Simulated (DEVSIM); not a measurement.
System: abrupt Si n-p junction, at 300 K.

| layer (left to right) | material | thickness (μm) | Nd (cm⁻³) | Na (cm⁻³) | τn (s) | τp (s) |
|---|---|---|---|---|---|---|
| 1 | Si | 3.00 | 5.7e18 | - | 2.3e-7 | 2.3e-7 |
| 2 | Si | 0.360 | - | 5.6e16 | 2.3e-7 | 2.3e-7 |

Left contact: ohmic. Right contact: ohmic. Voltage is applied to the left contact. Recombination: SRH at mid-gap. Mobility is μmin + (μ − μmin)/(1 + (N/Nref)^α).

This is a model device: material constants are rounded textbook-type values typed into the input, and sizes, dopings and lifetimes were drawn at random. Values at 300 K.

| parameter | Si |
|---|---|
| gap (eV) | 1.124 |
| affinity (eV) | 4.05 |
| permittivity | 11.7 |
| Nc (cm⁻³) | 2.86e19 |
| Nv (cm⁻³) | 3.1e19 |
| μn (cm²/Vs) | 1417 |
| μp (cm²/Vs) | 470 |
| μn,min | 52 |
| μp,min | 45 |
| Nref,n | 9.7e16 |
| Nref,p | 2.2e17 |
| αn | 0.68 |
| αp | 0.72 |

DEVSIM, 1D drift-diffusion, Boltzmann statistics, complete ionisation; no tunnelling, impact ionisation, image-force lowering or self-heating.

The doping Na of layer 2 was swept, all else fixed.

```csv
doping Na of layer 2 (cm^-3),dark forward voltage at 100 A/cm² (V),dark forward voltage at 1 A/cm² (V),potential step across the device at zero bias (V),largest field in the device at zero bias (V/cm)
1.7e15,0.573,0.426,0.829,130000
5.6e15,0.615,0.480,0.859,130000
1.7e16,0.652,0.527,0.888,140000
5.6e16,0.692,0.570,0.919,160000
1.7e17,0.732,0.611,0.948,230000
5.6e17,0.776,0.656,0.979,380000
1.7e18,0.818,0.699,1.007,620000
```

From the first row to the last the dark forward voltage at 100 A/cm² goes from 0.573 to 0.818. From the first row to the last the dark forward voltage at 1 A/cm² goes from 0.426 to 0.699.
